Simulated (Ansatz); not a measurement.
Consider Cu in the fcc (Cu type) structure (space group Fm-3m, No. 225; a = 3.5768 Å; relaxed with 0.1 eV smearing). Axes: x, y, z lie along the cube axes.

Calculations: r2SCAN in Ansatz (plane waves to 500 eV, PAW, scalar-relativistic without spin-orbit coupling).

Now apply this change: the cell is stretched by 2.00 % along z with no lateral relaxation; the atoms relax in the strained cell.

### Question
What happens to the stress?

### Answer
The stress (xx, yy, zz, yz, xz, xy; compression positive) comes out as (-2.7, -2.7, -3.9, 0.0, 0.0, 0.0) GPa.

### Question
What happens to the energy relative to the base?

### Answer
The energy goes up by 2.8 meV/atom.

Whether these cells are dynamically stable was not tested. The final runs are not spin-polarised.

Ansatz is a quantum-chemistry and plane-wave program.
